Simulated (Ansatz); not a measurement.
Functionals compared on a constructed model of the (000-1) surface of 4H silicon carbide, C-terminated, (√3x√3)R30° Bi adatom at T4 (bottom of the slab: 3 H on 3 bottom sites), in Ansatz (plane waves, PAW). The structure was relaxed with PBE; the other rows are single points on it. Cutoff 420 eV (500 eV for r2SCAN). HSE06 used the coarser mesh 4x4x1.

Slab: 28 atoms, 11.8 Å thick at the start with caps and adatoms (thin: gaps and levels are the slab's own); k 6x6x1, smearing 0.025 eV, dipole-corrected; 6 atoms held, the rest relaxed; held to the start's symmetry, so lower structures may exist; no spin, no spin-orbit, no U. In PBE it is, or lies within 0.01 eV a 1x1 cell of, the lowest of the 2 structures of its composition computed so far; subsurface sites and larger cells were not tried. These notes are the PBE run's.

```json
[
 {"functional": "PBE", "gap of the slab on its k-mesh (eV)": "1.90", "highest filled level below the top vacuum level (eV)": "3.63", "rough cost of the single point": "–"},
 {"functional": "r2SCAN", "gap of the slab on its k-mesh (eV)": "___", "highest filled level below the top vacuum level (eV)": "___", "rough cost of the single point": "roughly 60 core-seconds"}
]
```

### Question
What belongs in the gaps?

### Answer

- r2SCAN, gap of the slab on its k-mesh (eV): 2.22
- r2SCAN, highest filled level below the top vacuum level (eV): 3.80

Ansatz is a first-principles code.
